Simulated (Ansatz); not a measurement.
The starting structures come from a database of crystals and need not be the phases stable at ambient conditions.

The decay constant κ of evanescent states in the gap governs leakage through a thin film.

Given:

```yaml
crystal:
  lattice:
    - [6.37978, -0.05979, 0.00000]
    - [-2.37784, 6.43244, 0.00000]
    - [-1.18892, 3.21622, 5.91887]
  atoms:
    - { symbol: Y, position: [0.00000, 0.16626, 0.66747] }
    - { symbol: Y, position: [0.00000, 0.83374, 0.33253] }
    - { symbol: Cl, position: [0.75655, 0.41945, 0.64313] }
    - { symbol: Cl, position: [0.24345, 0.58055, 0.35687] }
    - { symbol: Cl, position: [0.24345, 0.93741, 0.64313] }
    - { symbol: Cl, position: [0.75655, 0.06259, 0.35687] }
    - { symbol: Cl, position: [0.25142, 0.21859, 0.00000] }
    - { symbol: Cl, position: [0.74858, 0.78141, 0.00000] }
```

Space group of this cell: C2/m. The cell was relaxed by PBE-D3(BJ).

Transport runs along the normal of the first two printed cell vectors.

No gap correction and no spin-orbit coupling; mid-gap values are interpolated between computed energies.

Problem. State the band gap and the smallest decay constant κ at mid-gap according to r2SCAN run with Ansatz (an electronic-structure program).

Solution. Gap 5.08 eV on a 6×6×6 mesh; κ = 0.426 1/Å, at the zone centre.
